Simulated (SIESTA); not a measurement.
**Convergence study of the k-point mesh at a smearing width of 0.02 eV for Mg (P-3m1, 2 atoms in the cell)**

```yaml
crystal:
  lattice:
    - [1.60018, -2.77160, 0.00000]
    - [1.60018, 2.77160, 0.00000]
    - [0.00000, 0.00000, 5.19437]
  atoms:
    - { symbol: Mg, position: [0.33333, 0.66667, 0.25963] }
    - { symbol: Mg, position: [0.66667, 0.33333, 0.75000] }
```

Level of theory: LDA PW92, numerical atomic orbitals DZP, PseudoDojo LDA standard norm-conserving potentials (rewritten from UPF to PSML) (SIESTA).

Base settings: XC.functional = LDA; XC.authors = PW92; potentials = PseudoDojo LDA standard; PAO.BasisSize = DZP; PAO.EnergyShift = 0.005 Ry; MeshCutoff = 350 Ry; kgrid.MonkhorstPack = 12 12 7; OccupationFunction = FD; ElectronicTemperature = 0.1 eV; MaxSCFIterations = 150.

In this ladder: ElectronicTemperature = 0.02 eV.

Only quantities that move along the ladder and can be compared are tabulated.

The starting cell has typed, rounded lattice constants, without a prior relaxation at this level. Its lattice was rescaled by up to half a per cent. One atom was moved a little off its site on purpose. Values carry the incompleteness of an atom-centred basis.

Steps (kgrid.MonkhorstPack): 4 4 3; 5 5 3; 6 6 3; 7 7 4; 9 9 5; 11 11 6; 13 13 7; 16 16 9; 19 19 10; 23 23 13; 28 28 15.

Question: What is the coarsest kgrid.MonkhorstPack that holds the forces within 0.02 eV/Å of the last step, with all finer ones?

Answer: 9 9 5; the step before is off by 0.044 eV/Å.

Question: What is the coarsest kgrid.MonkhorstPack that holds the free energy within 1 meV/atom of the last step, with all finer ones?

Answer: 23 23 13; the step before is off by 1.6 meV/atom.

Question: What is the coarsest kgrid.MonkhorstPack that holds the pressure within 0.1 GPa of the last step, with all finer ones?

Answer: 13 13 7; the step before is off by 0.12 GPa.

| kgrid.MonkhorstPack | free energy less the last step's (meV/atom) | pressure (GPa) | largest difference of a force vector from the last step's (eV/Å) |
|---|---|---|---|
| 4 4 3 | -60.26 | 0.57 | 0.013 |
| 5 5 3 | -36.91 | 0.77 | 0.031 |
| 6 6 3 | 52.24 | 0.94 | 0.011 |
| 7 7 4 | -11.77 | 0.94 | 0.044 |
| 9 9 5 | 4.06 | 0.71 | 0.004 |
| 11 11 6 | -10.29 | 0.64 | 0.003 |
| 13 13 7 | 5.54 | 0.79 | 0.006 |
| 16 16 9 | 2.63 | 0.78 | 0.003 |
| 19 19 10 | 1.57 | 0.78 | 0.003 |
| 23 23 13 | 0.45 | 0.79 | 0.000 |
| 28 28 15 | 0.00 | 0.76 | 0.000 |
